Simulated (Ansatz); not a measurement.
**HfO2 (model structure, started from the CdI2 type, P-3m1, No. 164, 3 atoms in the cell): volume per atom by level of theory**

No measured value is used here.

```
level (code)         value (Å³/atom)
-------------------  ---------------
PBE (Ansatz)                   17.36
PBEsol (Ansatz)                15.51
PBE-D3(BJ) (Ansatz)              [?]
```

What belongs in the gaps?


- PBE-D3(BJ) (Ansatz, a quantum-chemistry and plane-wave program), value (Å³/atom): 14.13

Density-functional levels without +SOC have no spin–orbit coupling. Ansatz's density-functional and Hartree–Fock values are scalar-relativistic unless marked +SOC, with PAW data made under PBE.

A model structure was made by putting elements into a prototype or built by hand; it is no filed structure, need not be a known phase, and can be a saddle point held by its symmetry.
